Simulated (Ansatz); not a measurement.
# CoO (model structure, P6₃/mmc, No. 194, 4 atoms in the cell)

The numbers are results of PBEsol (Ansatz, a program for electronic structure, PAW), not measurements.

Numerical settings: plane-wave cutoff 520 eV, 24×24×12 k mesh (along the axes of the cell as run), Fermi–Dirac smearing 0.05 eV, spin-polarised with opposed moments, scalar-relativistic PAW data made under PBE.

Cell (relaxed at this level):

```
CELL_PARAMETERS angstrom
      2.75089     0.00000     0.00000
     -1.37545     2.38234     0.00000
      0.00000     0.00000     5.34399
ATOMIC_POSITIONS crystal
  Co 0.00000 0.00000 0.00000
  Co 0.00000 0.00000 0.50000
  O  0.33333 0.66667 0.25000
  O  0.66667 0.33333 0.75000
```
Starting moments (μB, in the order of the record's atoms Co Co O O): 2.7 -2.7 0.0 0.0.

```yaml
bulk modulus B0: 208 GPa
```

Note: the magnetic order was assumed, not searched for or taken from measurement; the bulk modulus is −V dP/dV from two relaxed cells at ±2 % in volume; the relaxation could raise the start's symmetry but not lower it, so the cell can be a saddle point; functionals without U or exact exchange can leave correlated insulators metallic, so the missing gap need not be real.

Static lattice: no zero-point or thermal effects.

A model structure was made by putting elements into a prototype or built by hand; it is no filed structure, need not be a known phase, and can be a saddle point held by its symmetry.
